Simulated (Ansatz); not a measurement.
## H2O on the 1x1 (100) surface of monoclinic HfO2 (cut with top plane 2 O), one in a 1x1 cell, started at the site 'hollow O-O-O'

Host crystal: monoclinic HfO2, with a band gap (PBE, scalar-relativistic without spin-orbit coupling).

Calculation: PBE (plane waves to 420 eV, PAW; Ansatz, a quantum-chemistry and plane-wave program).

Set-up: 27 atoms, 9.3 Å thick at the start under the adsorbate (thin: gaps and levels are the slab's own); mesh 4x4x1; 0.01 eV smearing; dipole correction on; 12 atoms held, the rest relaxed; no symmetry held; no spin, no spin-orbit, no U, no dispersion correction. At the end it is bonded to Hf + O. In PBE it is, or lies within 0.03 eV of, the lowest of the starts that converged.

```yaml
energy of the end state, in which the adsorbate came apart, against H2O(g): -1.63 eV
gap_of_the_slab_on_its_k_mesh: 3.76 eV
highest_filled_level_below_the_top_vacuum_level: 6.18 eV
change_of_the_step_from_the_bottom_to_the_top_vacuum_level_against_the_clean_slab: -1.05 eV
energy_released_by_relaxation: 1.63 eV
height of the binding atom over the mean of the host atoms within 0.3 Å of the top one: 1.188 bohr
largest_move_of_a_host_atom: 0.23 Å
caution: the clean host was not checked against rearrangement in a larger or rattled cell
note: in the relaxation the adsorbate left its starting site by 1.2 Å
cost: very roughly 80 core-minutes
```

A negative adsorption energy means that the adsorbate is more stable on the surface than in its reference.
